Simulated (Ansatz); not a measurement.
The starting structures come from a database of crystals and need not be the phases stable at ambient conditions.

 Where the default PAW files enter, the runs use the earlier of Ansatz's two default sets.

By PBEsol, the system below comes out a metal.

A figure of merit of an interconnect metal is its ballistic conductance per area.

Input:

```xyz
1
Lattice="3.2516 0.0000 0.0000 0.0000 3.2516 0.0000 1.6258 -1.6258 1.6258" Properties=species:S:1:pos:R:3 pbc="T T T"
Ti     0.0000     0.0000     0.0000
```

Space group of this cell: Im-3m, bcc (W type). The cell is taken as given; by PBEsol its mean pressure is -4.1 GPa.

The current flows along the normal of the first two printed cell vectors, the (001) plane of the conventional cell. No spin-orbit coupling; the value is a mean over 0.1 eV about the Fermi level.

Question: Predict the ballistic conductance per area from PBEsol (Ansatz, an electronic-structure program).

Answer: 1.7 × 10¹⁵ S/m² for both spins.
